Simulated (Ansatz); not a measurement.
# PbSe: response to strain

Consider PbSe in the rock salt structure (space group Fm-3m, No. 225).

```
PbSe
1.0
    0.00000     3.08885     3.08885
    3.08885     0.00000     3.08885
    3.08885     3.08885     0.00000
Se Pb
1 1
Direct
  0.00000   0.00000   0.00000
  0.50000   0.50000   0.50000
```

Cartesian axes are those of the cell as printed.

Strains are applied to the cell and any free atomic positions relax; under biaxial strain the out-of-plane vector relaxes too; under stress the whole cell relaxes.

Calculations: r2SCAN/PAW in Ansatz (a program for electronic structure), no spin-orbit coupling, earlier PAW set.

Notes on the quantities. pressure: mean of the normal stresses, compression positive; energy relative to the base: free energy F.

```csv
variant,band gap,pressure,energy relative to the base,volume per atom
base,0.67 eV,-0.01 GPa,0 meV/atom,29.47 Å³
"biaxial strain +1.26 %, plane normal [001], relaxed out of plane",0.74 eV,-1.07 GPa,+3.9 meV/atom,30.14 Å³
"biaxial strain −3.89 %, plane normal [111], relaxed out of plane",zero,2.1 GPa,+22 meV/atom,28.31 Å³
"biaxial strain −0.55 %, plane normal [111], relaxed out of plane",0.59 eV,0.27 GPa,+0.4 meV/atom,29.31 Å³
"biaxial strain +0.67 %, plane normal [111], relaxed out of plane",0.60 eV,-0.33 GPa,+0.6 meV/atom,29.66 Å³
isotropic strain −4.54 %,0.12 eV,9.67 GPa,+102 meV/atom,25.64 Å³
isotropic strain −1.99 %,0.46 eV,3.52 GPa,+18 meV/atom,27.75 Å³
isotropic strain +0.29 %,0.70 eV,-0.45 GPa,+0.4 meV/atom,29.73 Å³
isotropic strain +0.69 %,0.74 eV,-1.02 GPa,+2.0 meV/atom,30.08 Å³
"uniaxial stress, 1 GPa compression along x",0.65 eV,–,+0.7 meV/atom,29.28 Å³
```

The mesh was chosen for an insulator and is coarse for the gapless case. Spin-orbit coupling, missing from the scalar runs, can matter with Pb. Stability under load was not tested beyond the relaxation. All final runs are without spin polarisation. The zero or small gap of PbSe under biaxial strain −3.89 %, plane normal [111], relaxed out of plane and PbSe under isotropic strain −4.54 % can change with the level of theory.
